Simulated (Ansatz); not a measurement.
Functionals compared on Cl on the 1x1 (0001) surface of corundum (cut with top plane Al), one in a 1x1 cell, started at the site 'hollow Al-O-O-O over O at depth 2.3 Å', in Ansatz (plane waves, PAW). The structure was relaxed with PBE; the other rows are single points on it, each with its references at the same level. Cutoff 420 eV (500 eV for r2SCAN). The points keep PBE's geometry, so the relaxation of a polaron and the settling of charge on one site are left out.

Host crystal: corundum, with a band gap (PBE, scalar-relativistic without spin-orbit coupling).

Model: 21-atom slab, 6.7 Å thick at the start under the adsorbate (thin: gaps and levels are the slab's own), 6x6x1 mesh, Fermi-Dirac 0.01 eV, dipole correction, 9 atoms held, the rest relaxed; no symmetry held; spin-polarised, ending with about 1.0 μB a cell, a value that depends on the mesh; orders that need a larger cell were not tried, no spin-orbit, no U, no dispersion correction. The slab shows no gap over 0.04 eV on its mesh. At the end it is bonded to Al. In PBE it is, or lies within 0.03 eV of, the lowest of the starts that converged. These notes are the PBE run's. r2SCAN: The program's check for a lower electronic state was not made. Adsorption energies are against ½ Cl2(g). A negative adsorption energy means that the adsorbate is more stable on the surface than in its reference.

```json
[
 {"functional": "PBE", "adsorption energy (eV)": "-0.30", "work function of the top face (eV)": "8.29", "rough cost of the single point": "–"},
 {"functional": "RPBE", "adsorption energy (eV)": "-0.32", "work function of the top face (eV)": "8.25", "rough cost of the single point": "roughly 8 core-minutes"},
 {"functional": "r2SCAN", "adsorption energy (eV)": "-0.27", "work function of the top face (eV)": "8.63", "rough cost of the single point": "very roughly 18 core-minutes"}
]
```

Ansatz is an electronic-structure program.
